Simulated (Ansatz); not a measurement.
Ansatz (a program for electronic structure) run on TiB2 (P6/mmm, 3 atoms in the cell): zone-centre phonon calculation.

Computed with PBE (plane waves, PAW; Ansatz).

```xyz
3
Lattice="1.5074 -2.6109 0.0000 1.5074 2.6109 0.0000 0.0000 0.0000 3.2138" Properties=species:S:1:pos:R:3 pbc="T T T"
Ti     0.0000     0.0000     0.0000
B      1.5074     0.8703     1.6069
B      1.5074    -0.8703     1.6069
```

Reference input (self-consistent single point, DFT, PBE, plane waves, default PAW files): basis.ecutwfc = 30.9 Ry; kpoints.mp_grid.grid = 13 13 10; hamiltonian.xc = pbe; hamiltonian.pseudopotentials = {kind: paw} (the program's default PAW files); scf.occupations.method = fermi_dirac; scf.occupations.width = 0.0073 Ry. This run's input differs from it in these lines:

```diff
@@ -18,6 +18,5 @@
   occupations: { method: fermi_dirac, width: 0.0073 Ry }
-output:
-  forces: true
-  eigenvalues: true
-  stress: true
+  convergence: { dr2_threshold: 1.0e-07 eV }
+phonons:
+  method: dfpt
```

Output (repeated stretches shortened):

```
SCF iter   1: F=—  HF=-2814.696073 eV  |F-HF|=—  |Δ(HF+E_count)|=         —  Δρ=2.94e-3  dr2=1.72e-3  ethr=1.77e-3  ⟨swp⟩=4.4  Hψ=18713  notcnv=0
all-band conjugate gradients solve this SCF's bands
preconditioner: auto → none
SCF iter   2: F=—  HF=-2814.695480 eV  |F-HF|=—  |Δ(HF+E_count)|=   5.92e-4  Δρ=1.58e-3  dr2=5.29e-4  ethr=9.54e-6  ⟨swp⟩=1.4  Hψ=6659  notcnv=0
SCF iter   3: F=—  HF=-2814.695371 eV  |F-HF|=—  |Δ(HF+E_count)|=   1.09e-4  Δρ=1.29e-4  dr2=3.90e-6  ethr=2.94e-6  ⟨swp⟩=2.8  Hψ=6213  notcnv=0
SCF iter   4: F=—  HF=-2814.695370 eV  |F-HF|=—  |Δ(HF+E_count)|=   3.17e-7  Δρ=2.42e-5  dr2=1.40e-7  ethr=2.17e-8  ⟨swp⟩=2.8  Hψ=6174  notcnv=0
iter 5 did not close the SCF: its close was put off for the readings that it lacked (scf_convergence_deferred on its scf_iter line)
SCF iter   5: F=-2814.695370 eV  HF=-2814.695370 eV  |F-HF|=1.19e-9  |Δ(HF+E_count)|=   1.68e-8  Δρ=3.25e-6  dr2=2.25e-9  ethr=7.77e-10  ⟨swp⟩=3.0  Hψ=6554  notcnv=0
SCF iter   6: F=-2814.695370 eV  HF=-2814.695370 eV  |F-HF|=2.00e-11  |Δ(HF+E_count)|=  5.36e-10  Δρ=4.76e-7  dr2=5.20e-11  ethr=1.25e-11  ⟨swp⟩=4.1  Hψ=18098  notcnv=0
SCF 1 converged in 6 iterations: F = -2814.695370 eV  dr2 = 5.20e-11
DFPT response loops at Γ: preconditioner auto → Kerker (q_TF=auto, 2.578 Å⁻¹) (partly filled bands, converged f_vac=0.000) …
Free energy (F): -2814.695370 eV
Internal energy: -2814.683238 eV  (E = F + TS)
E sigma→0 (E₀):  -2814.689304 eV
Entropy (-TS):   -0.012133 eV (-4.044 meV/atom)
Fermi energy:    15.420443 eV
--- Phonons (Γ-DFPT): 4 representative perturbations + reference, on 294 of 1690 k-points (Σ response iterations 15) ---
  k mesh reduced under 4 symmetry operations, with k and −k counted as one. Each operation leaves every solved displacement unchanged or reverses it
  ASR residual: 3.480e-4 → 0.000e0 eV/Å²; symmetrization residual: 1.408e-8 eV/Å²
  ASR residual per site (eV/Å²): 3.48e-4 1.16e-4 1.16e-4
  Γ frequencies (cm⁻¹): 0.00 0.00 0.00 519.69 519.69 524.23 558.49 904.81 904.81
  non-analytic LO–TO correction: not included (Born effective charges unavailable; polar crystals: no LO–TO splitting at Γ)
```

The run converged in 6 iterations. 

Summary of the result:
| Quantity | Value |
|---|---|
| Free energy E − TS (on the zero of these files) | -2814.6954 eV |
| Fermi level (on the code's own zero) | 15.42 eV |
| Zone-centre frequencies (cm⁻¹; negative means imaginary) | 0, 0, 0, 520, 520, 524, 558, 905, 905 |

The starting cell has typed, rounded lattice constants, without a prior relaxation at this level. Its lattice was rescaled by up to half a per cent. Spin polarisation is off.

Cost on one core of a shared machine: roughly 50 s.

Keys are those of Ansatz 0.2.
